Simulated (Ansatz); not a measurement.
**Ti (P6_3/mmc): band-structure transport figures**

Consider the following.

```yaml
crystal:
  lattice:
    - [2.92896, 0.00000, 0.00000]
    - [-1.46448, 2.53655, 0.00000]
    - [0.00000, 0.00000, 4.55563]
  atoms:
    - { symbol: Ti, position: [0.33333, 0.66667, 0.25000] }
    - { symbol: Ti, position: [0.66667, 0.33333, 0.75000] }
```

Calculation: PBEsol, rigid bands (plane waves, PAW, scalar-relativistic; Ansatz, a program for electronic structure). Condition of this run: biaxial stress xx = yy = -2 GPa (compression positive) (the target of the relaxation). How the cell was made: cell and atoms relaxed with PBEsol, then loaded as said.

- density of states at the Fermi level = 1.83 states/(eV·cell), both spins
- bare Sommerfeld coefficient = 2.2 mJ/(mol of atoms·K²)
- Drude plasma energy = 4.0 eV
- root-mean-square Fermi velocity = 3.3e5 m/s
- resistivity times τ = 31 (x), 31 (y), 32 (z) ×10⁻²² Ω·m·s

A metal at this level (no band gap); rigid bands, thermally averaged at 300 K, both spins. Spin-orbit coupling is left out. τ is one relaxation time for all states.
